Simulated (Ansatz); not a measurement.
Base system: BeSe in the zinc blende structure (space group F-43m, No. 216; a = 5.129 Å). Axes: x, y, z lie along the cube axes.

The values are results of DFT with PBEsol, PAW potentials and a 420 eV plane-wave cutoff in Ansatz (an electronic-structure program), without spin-orbit coupling, not measurements.

Strains are applied to the cell and any free atomic positions relax; under biaxial strain the out-of-plane vector relaxes too.

One change was made to it. Results:

The pressure (mean of the normal stresses, compression positive) goes from zero to -1.97 GPa; the band gap decreases by 0.064 eV, from 2.47 eV to 2.40 eV; the volume per atom goes up by 0.45 Å³ (16.86 Å³ → 17.31 Å³).

Which of these changes matches the shifts?
A) biaxial strain +2.50 %, plane normal [111], relaxed out of plane
B) biaxial strain +1.25 %, plane normal [111], relaxed out of plane
C) biaxial strain +1.67 %, plane normal [111], relaxed out of plane
D) biaxial strain −1.67 %, plane normal [111], relaxed out of plane

C, biaxial strain +1.67 %, plane normal [111], relaxed out of plane. For comparison, the pressure in the other runs: biaxial strain +1.25 %, plane normal [111], relaxed out of plane gives -1.50 GPa; biaxial strain −1.67 %, plane normal [111], relaxed out of plane gives 2.25 GPa; biaxial strain +2.50 %, plane normal [111], relaxed out of plane gives -2.85 GPa.

Stability against distortions was not tested.
